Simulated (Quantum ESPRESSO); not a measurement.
Input and output of a self-consistent single point for WSi2 (I4/mmm, 3 atoms in the cell) (Quantum ESPRESSO).

Method: PBE, GBRV 1.5 ultrasoft (PBE) pseudopotentials (plane waves; Quantum ESPRESSO).

```
CELL_PARAMETERS angstrom
     -1.60500     1.60500     3.91500
      1.60500    -1.60500     3.91500
      1.60500     1.60500    -3.91500
ATOMIC_POSITIONS crystal
  Si 0.66500 0.66500 0.00000
  Si 0.33500 0.33500 0.00000
  W  0.00000 0.00000 0.00000
```

Reference input (self-consistent single point, DFT, PBE, plane waves, GBRV 1.5 ultrasoft (PBE) pseudopotentials): ecutwfc = 40 Ry; ecutrho = 320 Ry; occupations = smearing; smearing = fermi-dirac; degauss = 0.0073499 Ry; potentials = {Si: si_pbe_v1.uspp.F.UPF, W: w_pbe_v1.2.uspp.F.UPF}; K_POINTS = automatic 12 12 12 0 0 0; conv_thr = 1e-11 Ry; mixing_beta = 0.3. This run's input differs from it in these lines:

```diff
@@ -12,4 +12,4 @@
  ntyp = 2
- ecutwfc = 40
- ecutrho = 320
+ ecutwfc = 52
+ ecutrho = 416
  occupations = 'smearing'
```

Log, with long lists cut:

```
     Self-consistent Calculation

     iteration #  1     ecut=    52.00 Ry     beta= 0.30

     Threshold (ethr) on eigenvalues was too large:
     Diagonalizing with lowered threshold

     negative rho (up, down):  6.386E-02 0.000E+00

     total energy              =    -178.41221048 Ry
     estimated scf accuracy    <       0.04602843 Ry

     iteration #  2     ecut=    52.00 Ry     beta= 0.30

     negative rho (up, down):  6.621E-02 0.000E+00

     total energy              =    -178.40921479 Ry
     estimated scf accuracy    <       0.01598015 Ry

     iteration #  3     ecut=    52.00 Ry     beta= 0.30

     negative rho (up, down):  6.766E-02 0.000E+00

     total energy              =    -178.40971795 Ry
     estimated scf accuracy    <       0.00207008 Ry

   [... 6 blocks of this kind left out ...]

     iteration # 10     ecut=    52.00 Ry     beta= 0.30

     negative rho (up, down):  6.789E-02 0.000E+00

     total energy              =    -178.40990448 Ry
     estimated scf accuracy    <          2.5E-10 Ry

     iteration # 11     ecut=    52.00 Ry     beta= 0.30

     negative rho (up, down):  6.789E-02 0.000E+00
     End of self-consistent calculation

     Number of k-points >= 100: set verbosity='high' to print the bands.

     the Fermi energy is    16.7969 ev

!    total energy              =    -178.40990448 Ry
     estimated scf accuracy    <          6.7E-12 Ry
     smearing contrib. (-TS)   =      -0.00076686 Ry
     internal energy E=F+TS    =    -178.40913762 Ry

     convergence has been achieved in  11 iterations

     negative rho (up, down):  6.789E-02 0.000E+00

     Forces acting on atoms (cartesian axes, Ry/au):

     atom    1 type  1   force =    -0.00000000    0.00000000    0.00509523
     atom    2 type  1   force =     0.00000000    0.00000000   -0.00509523
     atom    3 type  2   force =     0.00000000    0.00000000    0.00000000

     Total force =     0.007206     Total SCF correction =     0.000001

     negative rho (up, down):  6.789E-02 0.000E+00
          total   stress  (Ry/bohr**3)                   (kbar)     P=       37.87
   0.00025506   0.00000000   0.00000000           37.52        0.00        0.00
   0.00000000   0.00025506   0.00000000            0.00       37.52        0.00
   0.00000000   0.00000000   0.00026223            0.00        0.00       38.58

   JOB DONE.
```

The run converged in 11 iterations. Against the reference run the free energy falls by 24.4 meV/atom, the pressure goes from 2.50 to 3.79 GPa and the largest force stays at 0.131 eV/Å.

The starting cell has typed, rounded lattice constants, without a prior relaxation at this level. Spin polarisation is off.

Cost on one core of a shared machine: roughly 2 min.
